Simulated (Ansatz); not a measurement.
# A computed series for Nb3Ir: pressure series

Start from Nb3Ir in the A15 (Cr3Si type) structure (space group Pm-3n, No. 223; a = 5.1115 Å).

Cell and atoms are relaxed at each pressure.

All numbers come from PBEsol (Ansatz, a program for electronic structure, PAW, no SOC).

Notes on the quantities. enthalpy: H = E + PV relative to the base's energy.

```csv
change,lattice parameter a,enthalpy
base,9.659 bohr,–
pressure 0.3 GPa,(withheld),+0.03 eV/atom
pressure 0.7 GPa,9.650 bohr,+0.07 eV/atom
pressure 1.5 GPa,9.640 bohr,+0.16 eV/atom
pressure 3 GPa,(withheld),+0.31 eV/atom
pressure 5 GPa,9.595 bohr,+0.52 eV/atom
pressure 7.5 GPa,(withheld),+0.77 eV/atom
pressure 10 GPa,(withheld),+1.02 eV/atom
```

Q: Complete the table.

A: 
- pressure 0.3 GPa, lattice parameter a: 9.655 bohr
- pressure 3 GPa, lattice parameter a: 9.620 bohr
- pressure 7.5 GPa, lattice parameter a: 9.565 bohr
- pressure 10 GPa, lattice parameter a: 9.536 bohr

Load acts through the strain it causes; cell and atoms are relaxed under it. No phonon test of stability was made. No other phases were tried under pressure. The final runs are not spin-polarised.
